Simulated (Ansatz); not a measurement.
Electronic density of states of amorphous Ti₂₀O₄₃Ga₂, density 3.52 g/cm³, on a 2×2×2 Γ-centred mesh with a Gaussian width of 0.1 eV; energies count from the Fermi level, whose place inside the gap is arbitrary. Cell and mesh are small, so fine structure isn't converged. Computed with PBE, scalar-relativistic without spin-orbit coupling (plane waves to 420 eV, PAW; Ansatz, an electronic-structure program). Sampling: a 2×2×2 Γ-centred mesh; Fermi-Dirac width 0.02 eV; no spin polarisation. At PBE the levels at the filled edge of the gap are localised (band-tail or defect states).

Preparation: random packing, a CHGNet melt and quench, and a DFT relaxation. O atoms were pushed apart under 1.9 Å during the dynamics, to hinder bonds among them. The hot cell started wider than the set density and was brought back towards it in steps. It is the lowest in DFT energy of 2 quenches. It is a model cell: composition and starting density were chosen by hand, and all elements were melted together. No dispersion term was used. Its density started from a set value of 3.72 and ended at 3.52 g/cm³. The quench (nominally 360 K/ps over its main leg) was far faster than any real one, so the model tends to hold more defects than a real film. Values belong to this one cell and scatter from quench to quench. Volume and shape were free in the relaxation.

(E - EF (eV), states/(eV atom)): (-12.00, 0.00); (-11.90, 0.00); (-11.80, 0.00); (-11.70, 0.00); (-11.60, 0.00); (-11.50, 0.00); (-11.40, 0.00); (-11.30, 0.00); (-11.20, 0.00); (-11.10, 0.00); (-11.00, 0.00); (-10.90, 0.00); (-10.80, 0.00); (-10.70, 0.00); (-10.60, 0.00); (-10.50, 0.00); (-10.40, 0.00); (-10.30, 0.00); (-10.20, 0.00); (-10.10, 0.00); (-10.00, 0.00); (-9.90, 0.00); (-9.80, 0.00); (-9.70, 0.00); (-9.60, 0.00); (-9.50, 0.00); (-9.40, 0.00); (-9.30, 0.00); (-9.20, 0.00); (-9.10, 0.00); (-9.00, 0.00); (-8.90, 0.00); (-8.80, 0.00); (-8.70, 0.00); (-8.60, 0.00); (-8.50, 0.00); (-8.40, 0.00); (-8.30, 0.00); (-8.20, 0.00); (-8.10, 0.00); (-8.00, 0.00); (-7.90, 0.00); (-7.80, 0.00); (-7.70, 0.00); (-7.60, 0.00); (-7.50, 0.00); (-7.40, 0.00); (-7.30, 0.01); (-7.20, 0.10); (-7.10, 0.16); (-7.00, 0.15); (-6.90, 0.15); (-6.80, 0.04); (-6.70, 0.00); (-6.60, 0.00); (-6.50, 0.00); (-6.40, 0.00); (-6.30, 0.00); (-6.20, 0.00); (-6.10, 0.03); (-6.00, 0.18); (-5.90, 0.36); (-5.80, 0.44); (-5.70, 0.53); (-5.60, 0.66); (-5.50, 0.66); (-5.40, 0.65); (-5.30, 0.67); (-5.20, 0.86); (-5.10, 1.06); (-5.00, 1.15); (-4.90, 1.14); (-4.80, 1.05); (-4.70, 1.04); (-4.60, 1.15); (-4.50, 1.18); (-4.40, 1.09); (-4.30, 1.08); (-4.20, 1.04); (-4.10, 0.89); (-4.00, 0.80); (-3.90, 0.78); (-3.80, 0.81); (-3.70, 0.88); (-3.60, 0.82); (-3.50, 0.78); (-3.40, 0.82); (-3.30, 0.83); (-3.20, 0.82); (-3.10, 0.87); (-3.00, 0.91); (-2.90, 0.90); (-2.80, 0.89); (-2.70, 0.87); (-2.60, 0.87); (-2.50, 0.90); (-2.40, 0.97); (-2.30, 1.02); (-2.20, 1.01); (-2.10, 0.96); (-2.00, 0.86); (-1.90, 0.83); (-1.80, 0.86); (-1.70, 0.73); (-1.60, 0.54); (-1.50, 0.42); (-1.40, 0.25); (-1.30, 0.15); (-1.20, 0.03); (-1.10, 0.00); (-1.00, 0.00); (-0.90, 0.00); (-0.80, 0.00); (-0.70, 0.00); (-0.60, 0.00); (-0.50, 0.00); (-0.40, 0.00); (-0.30, 0.00); (-0.20, 0.00); (-0.10, 0.00); (0.00, 0.00); (0.10, 0.00); (0.20, 0.00); (0.30, 0.00); (0.40, 0.00); (0.50, 0.00); (0.60, 0.00); (0.70, 0.00); (0.80, 0.00); (0.90, 0.00); (1.00, 0.00); (1.10, 0.00); (1.20, 0.03); (1.30, 0.18); (1.40, 0.40); (1.50, 0.53); (1.60, 0.68); (1.70, 0.92); (1.80, 1.00); (1.90, 1.04); (2.00, 1.00); (2.10, 0.94); (2.20, 0.94); (2.30, 0.96); (2.40, 0.95); (2.50, 0.88)

The level gap on this mesh is 2.65 eV; the broadening fills part of it in the curve.
